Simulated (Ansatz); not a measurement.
Base system: SiC (space group P6_3mc, No. 186; a = 3.079 Å, c = 15.108 Å).

The values are results of r2SCAN, PAW, 500 eV (Ansatz, a first-principles code; no spin-orbit coupling), earlier PAW set, not measurements.

Before the change:

- Lattice parameter a = 3.079 Å
- c/a ratio = 4.907

Now apply this change: Ti takes the place of Si on all its sites; the structure is relaxed again.

What happens to the lattice parameter a and c/a ratio?

The lattice parameter a goes up by 0.316 Å (3.079 Å → 3.395 Å); the c/a ratio decreases by 0.303, from 4.907 to 4.604.

Stability against distortions was not tested. As relaxed here, TiC is a hypothetical phase, not in the database extracts checked. The final runs are not spin-polarised.
